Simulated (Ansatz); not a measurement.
# Ga2O3: band gap against strain

Ga2O3 (corundum, R-3c, 9.411 Å³/atom at rest, c along z) under an equal strain ε in the (0001) plane with the normal axis free, as in a coherent film. LDA in Ansatz, a plane-wave DFT program (PAW, default set), 420 eV, 8×8×8 Γ-centred mesh, Fermi-Dirac smearing 0.05 eV; ions are relaxed within the symmetry of each cell. Gaps are the smallest over the k-mesh and a band path, without spin-orbit coupling; in all rows the valence edge lies at about 0.4 Å⁻¹ from Γ and the conduction edge at Γ.

Here s stands for strain and Eg for gap.

| strain (%) | gap (eV) |
|---|---|
| -3.00 | ? |
| -2.25 | 3.34 |
| -1.50 | 3.26 |
| -0.75 | 3.15 |
| 0.00 | 3.04 |

### Question
Using a straight line, estimate the missing Eg at s = -3.00 from the other rows, showing the fit.

### Answer
Means: s -1.1250, Eg 3.197. About the means, the sum of products is -0.37875 and the sum of squares of s is 2.8125; the slope is their ratio. Least squares gives Eg = 3.046 - 0.1347·s. Residuals (row less fit): -0.009, 0.012, 0.003, -0.006; standard error 0.012 (degrees of freedom: 2). Over these rows the gap moves by -13 ± 0.7 eV per unit strain. At the withheld row, Eg = 3.046 - 0.1347 × (-3.00) = 3.450 eV. The calculation gives 3.42 eV, 0.030 eV below the prediction (7.9 % of the range of Eg in the table). The row lies outside the fitted rows, so this is an extrapolation. From the scatter of the fitted rows alone, a prediction at this place has a standard error of 0.018 eV, so the miss is 1.7 times that.

One order more, fitted to all 5 runs of the series, follows each within 0.01, so the miss is the next term of a smooth law. Ga2O3 is here the metastable α form; monoclinic β is stable. Rows are the converged runs of the series near zero and its far end; series whose fitted rows scatter by over a few per cent of the range, as at a crossing or softening among them, aren't shown in this form. Most that stay on the fit to the last digits aren't either.
